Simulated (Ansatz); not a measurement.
Band structure of VRu₃ (Pm-3n, 8 atoms in the cell).

```yaml
crystal:
  lattice:
    - [4.71413, 0.00000, 0.00000]
    - [0.00000, 4.71413, 0.00000]
    - [0.00000, 0.00000, 4.71413]
  atoms:
    - { symbol: Ru, position: [0.25000, 0.00000, 0.50000] }
    - { symbol: Ru, position: [0.75000, 0.00000, 0.50000] }
    - { symbol: Ru, position: [0.00000, 0.50000, 0.25000] }
    - { symbol: Ru, position: [0.00000, 0.50000, 0.75000] }
    - { symbol: Ru, position: [0.50000, 0.25000, 0.00000] }
    - { symbol: Ru, position: [0.50000, 0.75000, 0.00000] }
    - { symbol: V, position: [0.00000, 0.00000, 0.00000], spin: 2.0 }
    - { symbol: V, position: [0.50000, 0.50000, 0.50000], spin: 2.0 }
```
(The spins are starting values, not results.)

Computed with PBE (plane waves, PAW; Ansatz, a program for electronic structure).

Settings: basis.ecutwfc = 420 eV; kpoints.mp_grid.grid = 5 5 5; hamiltonian.xc = pbe; hamiltonian.pseudopotentials = {kind: paw} (the program's default PAW files); magnetization.spin_polarized = true; scf.occupations.method = fermi_dirac; scf.occupations.width = 0.1 eV; kpoints.band_path.npoints = 10.

The starting cell was generated: these elements placed on a structure prototype, without a prior relaxation; it need not be a known phase or ordering of this composition. The starting moments vanished: the run ended non-magnetic, which need not be the lowest state. The program warned that a starting moment was not kept.

Levels in eV from the Fermi level, bands 58 to 65 of the first spin channel:
```csv
point,58,59,60,61,62,63,64,65
Γ,-0.42,-0.42,-0.42,0.04,0.04,0.04,0.48,0.48
X,-0.71,-0.43,-0.43,-0.23,-0.23,0.23,0.23,0.85
M,-1.20,-1.20,-0.49,-0.19,0.43,0.76,0.81,0.91
R,-0.53,-0.53,-0.53,-0.53,-0.53,1.37,1.37,1.37
```

Bands cross the Fermi level along this path, so the cell is metallic at this level.

The net moment of the cell came out as 0.00 μB.

Keys are those of Ansatz 0.2.
